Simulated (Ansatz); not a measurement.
Start from CdGeAs₂ in the chalcopyrite structure (space group I-42d, No. 122; a = 6.047 Å, c = 11.490 Å).

Level of theory: PBE (Ansatz, a first-principles code, PAW, spin-orbit coupling left out).

Before the change:

Lattice parameter a: 6.047 Å

The change: cell and atoms relaxed at a pressure of 9 GPa.

### Question
Estimate the effect on the lattice parameter a.

### Answer
The lattice parameter a decreases by 0.225 Å, from 6.047 Å to 5.822 Å.

Load acts through the strain it causes; cell and atoms are relaxed under it. Whether these cells are dynamically stable was not tested. No other phases were tried under pressure.
